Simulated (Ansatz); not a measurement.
Start from GaAs in the zinc blende structure (space group F-43m, No. 216; a = 5.659 Å).

All numbers come from PBEsol (Ansatz, an electronic-structure program), spin-orbit coupling left out.

Before the change:

* **Gap character**: direct at Γ
* **Smallest direct gap**: 0.42 eV
* **Shortest interatomic distance**: 2.450 Å

Perturbation: P takes the place of As on all its sites; the structure is relaxed again.

Task: Predict the new gap character.

Result: The gap character goes from direct at Γ to indirect, Γ → Γ–X (87 % along).

Task: Estimate the effect on the smallest direct gap.

Result: The smallest direct gap rises by 1.38 eV (0.42 eV → 1.80 eV).

Task: Estimate the effect on the shortest interatomic distance.

Result: The shortest interatomic distance decreases by 0.0955 Å, from 2.450 Å to 2.355 Å.

No phonon test of stability was made.
